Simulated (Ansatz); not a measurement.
## C (P6_3/mmc): band-edge transport data

Here is the system:

```
C
1.0
    2.50004     0.00000     0.00000
   -1.25002     2.16510     0.00000
    0.00000     0.00000     4.03734
C
4
Direct
  0.33333   0.66667   0.99993
  0.66667   0.33333   0.49993
  0.33333   0.66667   0.37507
  0.66667   0.33333   0.87507
```

Level of theory: r2SCAN, rigid bands (plane waves, PAW, scalar-relativistic; Ansatz, a program for electronic structure). Condition of this run: uniaxial stress along c of 44 GPa (compression positive) (the target of the relaxation). Cell: cell and atoms relaxed with PBEsol, then loaded as said.

| Item | Result |
|---|---|
| band gap | 3.55 eV |
| electron conductivity mass (300 K, dilute) | 0.47 (x), 0.47 (y), 0.25 (z) mₑ |
| hole conductivity mass (300 K, dilute) | 0.45 (x), 0.45 (y), 0.57 (z) mₑ |
| effective density of states N_c (300 K) | 1.2e19 cm⁻³ |
| effective density of states N_v (300 K) | 1.8e19 cm⁻³ |
| density-of-states mass, electrons | 0.60 mₑ |
| density-of-states mass, holes | 0.79 mₑ |
| Seebeck coefficient, n-type 1e19 cm⁻³, 300 K | -236 μV/K |
| best n-type power factor at 300 K for τ = 10 fs (best axis; densities from 1e16 to 1e21 cm⁻³ tried, whether or not they can be reached) | 7.8 μW/(cm·K²) at 3e19 cm⁻³ |
| Seebeck coefficient, p-type 1e19 cm⁻³, 300 K | 264 μV/K |
| best p-type power factor at 300 K for τ = 10 fs (best axis; densities from 1e16 to 1e21 cm⁻³ tried, whether or not they can be reached) | 6.1 μW/(cm·K²) at 1e20 cm⁻³ |

Rigid bands; masses and Seebeck coefficients take one relaxation time τ for all states and one kind of carrier; polarons and phonon drag are left out. Spin-orbit coupling is left out. Geometry: cell and atoms relaxed with PBEsol.
